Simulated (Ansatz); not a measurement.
Given:

```
InSb
1.0
    0.00000     3.20745     3.41923
    3.20745     0.00000     3.41923
    3.20745     3.20745     0.00000
In Sb
1 1
Direct
  0.00000   0.00000   0.00000
  0.25000   0.25000   0.25000
```

Calculation: PBEsol, rigid bands (plane waves, PAW, scalar-relativistic; Ansatz, an electronic-structure program). Condition of this run: uniaxial stress zz = -2 GPa (compression positive) (the target of the relaxation). How the cell was made: cell and atoms relaxed with PBEsol, then loaded as said.

Problem. Is this a good metal at this level?

Solution. No. No gap is resolved, and few carriers conduct, as in a semimetal or a zero-gap semiconductor. N(E_F) = 0.0080 states/eV a cell at 300 K and the Drude plasma energy along the best axis is 0.26 eV, several times under that of a simple or noble metal.

Spin-orbit coupling is left out; it can open or close a small gap.
